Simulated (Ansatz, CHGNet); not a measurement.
For Al₂Cu (I4/mcm, No. 140; start mp-998), the machine-learned potential CHGNet-r²SCAN (trained on r²SCAN data) gives:

- lattice constant a = 5.920 Å
- c axis length = 4.971 Å

Problem. What does PBE (plane waves, PAW; Ansatz, a first-principles code) give for the same quantities?

Solution. 
- lattice constant a: 6.058 Å (goes up by 2.3 %)
- lattice parameter c: 4.877 Å (shrinks by 1.9 %)

Changes are worked out from the printed values.

Unless a cell is named, each level is at its own relaxed cell (CHGNet-r²SCAN 14.52, PBE 14.91 Å³/atom).

Caveats: the relaxation could not lower the start's symmetry, so the cell can be a saddle point above a distorted one (CHGNet-r²SCAN, PBE). Ansatz's density-functional and Hartree–Fock values are scalar-relativistic unless marked +SOC, with PAW data made under PBE.

A start named mp-… is a Materials Project structure, which can be a computed phase never made.
